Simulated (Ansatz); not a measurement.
AlB2-type TiB2 was calculated with RPBE (PAW; Ansatz, a quantum-chemistry and plane-wave program).

Settings: plane-wave cutoff 520 eV, 24×24×18 k mesh (along the axes of the cell as run), Fermi–Dirac smearing 0.05 eV, no spin polarisation, scalar-relativistic PAW data made under PBE.

Computed points:

| V (Å³/atom) | E − E_lowest (meV/atom) | P (GPa) |
|---|---|---|
| 8.366 | 11.13 | 10.57 |
| 8.540 | 2.69 | 5.03 |
| 8.715 | 0.00 | 0.00 |
| 8.889 | 2.51 | -4.55 |
| 9.063 | 9.75 | -8.68 |

Estimate the bulk modulus and its pressure derivative from these points.

V0 = 8.715 Å³/atom, B0 = 239 GPa, B′ = 3.9 (fit to the energies at full precision).

Shape and atoms are relaxed at each volume.

Measured, for comparison: bulk modulus 240 GPa (room temperature, no zero-point or thermal correction, our sources range from 233 to 250; as tabulated in Synthesis of Binary Transition Metal Nitrides, Carbides and Borides from the …). Computed (rounded) less measured: bulk modulus -0.4 % (inside the range of the sources held).

Note: the bulk modulus comes from volumes at which shape and atoms were relaxed.

Computing time: roughly 8 core-minutes.
